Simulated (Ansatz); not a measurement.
Consider the following.

```
CdSe
1.0
    0.00000     3.04108     3.04108
    3.04108     0.00000     3.04108
    3.04108     3.04108     0.00000
Se Cd
1 1
Direct
  0.75000   0.75000   0.75000
  0.00000   0.00000   0.00000
```

No spin polarisation.

Level of theory: PBEsol (Ansatz, an electronic-structure program, PAW, no spin-orbit coupling), earlier PAW set. Settings: 9×9×9 k-points, 0.05 eV Fermi–Dirac smearing.

**Question.** What band gap does the calculation give?

**Answer.** 0.48 eV.

**Question.** What gap character does the calculation give?

**Answer.** Direct at Γ.

**Question.** Predict the hole mass (degenerate bands, along [100]).

**Answer.** 0.050, 0.66, 0.66 mₑ (at Γ).

Effective masses come from finite differences of ±0.01 Å⁻¹. Stability against distortions was not tested. The cell was made from CdS by this change: S → Se.
